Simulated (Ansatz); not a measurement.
The starting structures come from a database of crystals and need not be the phases stable at ambient conditions.

## Evanescent states of Ca(ZnP)2 (P-3m1, not sure to be the ambient phase, 5 atoms a cell, 19.0 Å³ an atom) along the normal of (111)

The numbers are results of r2SCAN (plane waves, PAW; Ansatz, a quantum-chemistry and plane-wave program), not measurements.

The gap is the functional's own. No spin-orbit coupling. Mid-gap values are interpolated on the energy grid.

Energies count from the valence-band top; κ is the least over a 6×4 mesh across the current.

```
E (eV)  κ (1/Å)  where
------  -------  -----
0.04      0.033      Γ
0.10      0.056      Γ
0.17      0.071      Γ
0.24      0.083      Γ
0.32      0.093      Γ
0.39      0.101      Γ
0.46      0.108      Γ
0.53      0.114      Γ
0.59      0.119      Γ
0.67      0.122  off Γ
0.73      0.114  off Γ
0.81      0.104  off Γ
0.88      0.092  off Γ
0.94      0.078  off Γ
1.01      0.060  off Γ
1.08      0.032  off Γ
```

Question: How thick must the barrier be to attenuate the transmission by 10^6 when the electrodes' Fermi level lies at 0.04 eV, and what attenuation does that film give at 0.59 eV?

Answer: d = 6 ln 10 / (2 × 0.033) = 209.3 Å. At 0.59 eV it gives 6 × 0.119/0.033 = 21.6 decades.
